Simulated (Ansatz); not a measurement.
We consider Zn₃InGaO₆ (R3m, No. 160, 11 atoms in the cell; start mp-1215740), described by PBEsol in Ansatz (PAW).

Numerical settings: plane-wave cutoff 520 eV, 12×12×12 k mesh, Fermi–Dirac smearing 0.01 eV, scalar-relativistic PAW data made under PBE.

Cell (relaxed with PBEsol):

GaInZn$_{3}$O$_{6}$ has the trigonal space group R3m, hexagonal axes (No. 160), Pearson symbol hR11. Lattice parameters: a = b = 3.289 Å, c = 41.371 Å, α = β = 90.00°, γ = 120.00°. Zn1 on 3a is surrounded by 4 O at 1.959–1.991 Å (tetrahedral). Zn2 on 3a is coordinated by 4 O at 1.950–1.994 Å (tetrahedral). Zn3 on 3a sees 4 O at 1.970–1.990 Å (tetrahedral). In on 3a is surrounded by 6 O at 2.185–2.189 Å (octahedral). Ga on 3a has 5 O at 1.899–1.977 Å (trigonal bipyramidal). O1 on 3a is surrounded by 4 Zn at 1.970–1.991 Å (tetrahedral). O2 on 3a is coordinated by 1 Ga at 1.967 Å and 3 Zn at 1.994 Å (tetrahedral). O3 on 3a is surrounded by 1 Ga at 1.977 Å and 3 Zn at 1.990 Å (tetrahedral). 3 further independent sites are not listed. (Neighbours: up to the widest gap in distance over summed covalent radii, below 1.35, at either atom; cation-cation and far metal-metal contacts left out.)
(The calculation used a cell of 11 atoms; values per cell refer to that cell.)

Question: Estimate the band gap that the calculation returns.

Answer: 
band gap: 1.00 eV

Spin–orbit coupling is not included.

The computed numbers hold no vibrational or temperature effects.

Cost on a shared machine: roughly 6 core-minutes.

A start named mp-… is a Materials Project structure, which need not be a measured phase.

Ansatz is a first-principles code.
